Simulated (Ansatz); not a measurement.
Take KTaO3 in the cubic perovskite structure (space group Pm-3m, No. 221; a = 3.989 Å) as the base. Axes: x, y, z lie along the cube axes.

All numbers come from Ansatz (a quantum-chemistry and plane-wave program), r2SCAN, PAW, cutoff 500 eV, no spin-orbit coupling, earlier PAW set.

For the base:

The smallest direct gap comes out as 3.30 eV.

Now apply this change: tensor shear ε_xz = −0.93 % (engineering shear γ = -0.0186), atoms relaxed at fixed cell.

Problem. Estimate the effect on the stress.

Solution. The stress (xx, yy, zz, yz, xz, xy; compression positive) is (0.02, 0.02, 0.02, 0.00, 2.01, 0.00) GPa.

Problem. What does the calculation give for the smallest direct gap after the change?

Solution. The smallest direct gap drops by 0.073 eV (3.30 eV → 3.22 eV).

Problem. What happens to the energy relative to the base?

Solution. The energy increases by 1.5 meV/atom.

Spin-orbit coupling, missing from the scalar runs, can matter with Ta. The cells carry an imposed strain or load. Stability against distortions was not tested.
